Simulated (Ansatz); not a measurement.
The starting structures come from a database of crystals and need not be the phases stable at ambient conditions.

Tunnelling through a barrier is set by its complex band structure: the current falls as exp(−2κd) with the smallest κ.

Given:

```yaml
crystal:
  lattice:
    - [4.14384, 0.00000, 0.00000]
    - [0.00000, 8.21156, 0.00000]
    - [0.00000, -0.00905, 8.21764]
  atoms:
    - { symbol: La, position: [0.71002, 0.72299, 0.36968] }
    - { symbol: La, position: [0.28998, 0.27701, 0.63032] }
    - { symbol: La, position: [0.21002, 0.27701, 0.13032] }
    - { symbol: La, position: [0.78998, 0.72299, 0.86968] }
    - { symbol: S, position: [0.64993, 0.00258, 0.10417] }
    - { symbol: S, position: [0.35007, 0.99742, 0.89583] }
    - { symbol: S, position: [0.14993, 0.99742, 0.39583] }
    - { symbol: S, position: [0.85007, 0.00258, 0.60417] }
    - { symbol: S, position: [0.73631, 0.36529, 0.37413] }
    - { symbol: S, position: [0.26369, 0.63471, 0.62587] }
    - { symbol: S, position: [0.23631, 0.63471, 0.12587] }
    - { symbol: S, position: [0.76369, 0.36529, 0.87413] }
```

Space group of this cell: P2_1/c. The cell is taken as given.

Transport runs along the normal of the first two printed cell vectors.

The gap is the functional's own, uncorrected, and κ follows it; spin-orbit coupling is left out. Mid-gap values are interpolated between the computed energies.

Question: Give the band gap and the smallest decay constant κ at mid-gap that r2SCAN (Ansatz, a quantum-chemistry and plane-wave program) yields.

Answer: Gap 0.90 eV on a 8×4×4 mesh; κ = 0.155 1/Å, at (0.500, 0.000) of the in-plane reciprocal vectors. At the zone centre, at the nearest computed energy, the slowest state has κ = 0.20 1/Å.
